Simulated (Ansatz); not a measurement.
Take LiNbO₃ (space group R3c, No. 161; a = 5.135 Å, c = 13.824 Å (hexagonal axes)) as the base.

Structures relaxed with PBEsol/PAW in Ansatz (an electronic-structure program), without spin-orbit coupling.

Base:

Simulated powder pattern, Cu Kα, λ = 1.54184 Å (kinematic, ideal powder, no thermal factors, no anomalous dispersion; the 8 strongest lines at most, above 2 %, up to 2θ = 90°):

```csv
2θ (°),I/Imax (%),hkl
23.79,100,(012)
32.82,39,(104)
34.95,23,(110)
42.72,13,(202)
48.70,19,(024)
53.43,27,(116)
56.34,15,(122)
61.33,14,(214)
```

Now apply this change: a hydrostatic pressure of 7.5 GPa.

Question: Where do the lines fall after the change?

Answer: 
Simulated powder pattern, Cu Kα, λ = 1.54184 Å (kinematic, ideal powder, no thermal factors, no anomalous dispersion; the 8 strongest lines at most, above 2 %, up to 2θ = 90°):

```json
[
 {"2θ (°)": "24.27", "d (Å)": "3.668", "I/Imax (%)": "100", "hkl": "(012)"},
 {"2θ (°)": "33.42", "d (Å)": "2.681", "I/Imax (%)": "41", "hkl": "(104)"},
 {"2θ (°)": "35.71", "d (Å)": "2.514", "I/Imax (%)": "23", "hkl": "(110)"},
 {"2θ (°)": "43.65", "d (Å)": "2.074", "I/Imax (%)": "14", "hkl": "(202)"},
 {"2θ (°)": "49.71", "d (Å)": "1.834", "I/Imax (%)": "18", "hkl": "(024)"},
 {"2θ (°)": "54.49", "d (Å)": "1.684", "I/Imax (%)": "28", "hkl": "(116)"},
 {"2θ (°)": "57.62", "d (Å)": "1.600", "I/Imax (%)": "16", "hkl": "(122)"},
 {"2θ (°)": "62.71", "d (Å)": "1.482", "I/Imax (%)": "15", "hkl": "(214)"}
]
```

The indices refer to the base's conventional cell; one index is shown for lines that coincide.

Load acts through the strain it causes; cell and atoms are relaxed under it. No phonon test of stability was made. Competing high-pressure phases were not computed.
